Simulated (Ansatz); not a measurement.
Free zigzag chain of Se atoms

Levels: PBE (plane waves to 420 eV, PAW; Ansatz, a quantum-chemistry and plane-wave program); Ansatz with PBE with spin-orbit coupling. Unmarked values and the geometry are of the first. Mesh 1×1×74. No spin polarisation, so a magnetic state wasn't tested. One-dimensional cell, images about 11 Å apart. A hypothetical model. Only distortions within the start's symmetry and period were free. Pairing along the axis, which can open a gap, is among the distortions not tried. Values not marked SOC lack spin–orbit coupling.

| Property | Value |
|---|---|
| period along the axis (2 atoms) | 4.110 Å |
| PBE gap | none (under 0.01 eV) |
| crossings of the Fermi level between Γ and the zone edge (49 points) | 2, each for both spins (ideal conductance 2 × 2e²/h) |
| work function (PBE) | 5.10 eV |
| PBE+SOC gap at this geometry | 0.14 eV |

```
CELL_PARAMETERS angstrom
     12.50000     0.00000     0.00000
      0.00000    11.00000     0.00000
      0.00000     0.00000     4.11003
ATOMIC_POSITIONS crystal
  Se 0.45166 0.50000 0.00000
  Se 0.54834 0.50000 0.50000
```
